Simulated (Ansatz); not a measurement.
The starting structures come from a database of crystals and need not be the phases stable at ambient conditions.

Given:

```xyz
14
Lattice="7.2373 0.0000 0.0000 -2.4124 6.8234 0.0000 2.4124 3.4117 5.9092" Properties=species:S:1:pos:R:3 pbc="T T T"
K      5.8912     3.4117     0.0000
K      6.0777     8.3974     2.9546
K      3.6652     5.1834     2.8404
K      3.6652     0.0659     0.1142
Sn     4.8043     6.7943     0.0503
Sn     4.8043     1.6768     2.9043
Sn     2.4741     3.4117     0.0000
Sn    -0.0206     5.1757     2.9546
O     -1.1195     5.9091     1.3711
O      3.5319     2.6201     1.5835
O      6.1178     0.9755     1.4773
O      5.9444     5.8478     4.4319
O      5.9444     8.5905     5.8030
O      1.2929     6.7621     3.0608
```

Space group of this cell: I2_13. The cell is taken as given.

Transport runs along the normal of the first two printed cell vectors, the (110) plane of the conventional cell.

No gap correction and no spin-orbit coupling; mid-gap values are interpolated between computed energies.

Question: State the band gap and the smallest decay constant κ at mid-gap according to r2SCAN in Ansatz (a quantum-chemistry and plane-wave program).

Answer: Gap 1.51 eV on a 6×6×6 mesh; κ = 0.157 1/Å, at (0.500, 0.500) of the in-plane reciprocal vectors. At the zone centre, at the nearest computed energy, the slowest state has κ = 0.27 1/Å.
